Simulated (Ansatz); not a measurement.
The parent structure is In2Ge2O7 (space group C2/m, No. 12; a = 6.654 Å, b = 8.868 Å, c = 4.960 Å, α = γ = 90.00°, β = 102.08°).

The values are results of plane-wave PAW DFT at the PBEsol level (Ansatz, a first-principles code, 420 eV), no spin-orbit coupling, earlier PAW set, not measurements.

Base values:

* **Band gap**: 1.99 eV
* **Width of the top valence band**: 0.25 eV

Modification: a negative pressure, −2 GPa.

**Question.** Estimate the effect on the band gap.

**Answer.** The band gap falls by 0.12 eV (1.99 eV → 1.87 eV).

**Question.** What does the calculation give for the width of the top valence band after the change?

**Answer.** The width of the top valence band is nearly the same (0.25 eV against 0.26 eV).

Load acts through the strain it causes; cell and atoms are relaxed under it. No phonon test of stability was made.
